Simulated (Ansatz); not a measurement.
C (model structure, I4/mmm, No. 139, 4 atoms in the cell), treated with PBE0 (plane waves, PAW; Ansatz, a first-principles code).

Settings: plane-wave cutoff 460 eV, 12×12×12 k mesh, Fermi–Dirac smearing 0.01 eV, scalar-relativistic PAW data made under PBE.

Cell (relaxed with PBEsol):

```
C
1.0
   -2.17815     2.17815     1.24949
    2.17815    -2.17815     1.24949
    2.17815     2.17815    -1.24949
C
4
Cartesian
  0.78549   0.78549   0.00000
  1.39266  -1.39266   1.24949
 -1.39266   1.39266   1.24949
  1.39266   1.39266   1.24949
```

Task: Estimate the band gap, smallest direct gap on the k points sampled and Γ–Γ gap that the calculation returns.

Result: 
* **band gap**: 4.25 eV (indirect)
* **smallest direct gap on the k points sampled**: 6.64 eV
* **Γ–Γ gap**: 7.48 eV

Note: the relaxation could raise the start's symmetry but not lower it, so the cell can be a saddle point; cell and atoms aren't relaxed at this level (largest force component 0.11 eV/Å, pressure -3.4 GPa).

A model structure was made by putting elements into a prototype or built by hand; it is no filed structure, need not be a known phase, and can be a saddle point held by its symmetry.
